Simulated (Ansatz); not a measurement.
Consider BN in the rock salt structure (space group Fm-3m, No. 225; a = 3.4827 Å; a hypothetical phase, not in the database extracts checked). Axes: x, y, z lie along the cube axes.

Modification: tensile biaxial strain of 1.49 % in the plane normal to [111], as in epitaxy on a mismatched substrate; the out-of-plane cell vector and the atoms relax.

Levels (all Ansatz, a program for electronic structure, PAW): PBEsol (420 eV, no SOC); r2SCAN (500 eV, scalar-relativistic without spin-orbit coupling); HSE06 (420 eV, no SOC).

At the geometry relaxed with PBEsol, these levels gave the following band gaps, in shuffled order: (a) 0.99 eV, (b) 1.92 eV, (c) 1.09 eV.

Match each gap to its level.

(a) PBEsol; (b) HSE06; (c) r2SCAN.

Single points use the geometry relaxed with PBEsol. The hybrid gap comes from the SCF mesh plus the semilocal run's edge points and a few special points and is an upper bound. Whether these cells are dynamically stable was not tested.
